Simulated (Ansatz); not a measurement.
The starting structures come from a database of crystals and need not be the phases stable at ambient conditions.

By PBEsol, the system below comes out a metal.

A figure of merit of an interconnect metal is its ballistic conductance per area.

Given:

```
Ir
1.0
    2.69635     0.00000     0.00000
   -1.34818     2.33511     0.00000
    0.00000     0.00000     4.46229
Ir
2
Cartesian
  1.34818   0.77837   3.34672
  0.00000   1.55674   1.11557
```

Space group of this cell: P6_3/mmc, hcp (Mg type). The cell is strained (lengths across the current scaled by 0.98, ions clamped); by PBEsol its mean pressure is 1.9 GPa.

The current flows along the normal of the first two printed cell vectors, the (001) (indices of the unstrained crystal) plane of the conventional cell. No spin-orbit coupling; the value is a mean over 0.1 eV about the Fermi level.

**Question.** Compute, with PBEsol (Ansatz, a quantum-chemistry and plane-wave program), the ballistic conductance per area.

**Answer.** 2.4 × 10¹⁵ S/m² for both spins.
